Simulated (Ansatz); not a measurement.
Here is the system:

```
CELL_PARAMETERS angstrom
      2.92497     0.00000     0.00000
      0.00000     2.92497     0.00000
      0.00000     0.00000     2.92497
ATOMIC_POSITIONS crystal
  Al 0.50000 0.50000 0.50000
  Ru 0.00000 0.00000 0.00000
```

No spin polarisation.

Calculations: Ansatz (a quantum-chemistry and plane-wave program), LDA, PAW, cutoff 420 eV, scalar-relativistic without spin-orbit coupling. Settings: 19×19×19 k-points, 0.1 eV Fermi–Dirac smearing.

Task: Predict the band gap, pressure and space group.

Result: 
* **Band gap**: zero
* **Pressure**: 7.4 GPa
* **Space group**: Pm-3m (No. 221)

The cells carry an imposed strain or load. Stability against distortions was not tested. The final runs are not spin-polarised. The cell was made from AlRu in the CsCl type structure (space group Pm-3m, No. 221) by this change: isotropic strain −1.00 %.
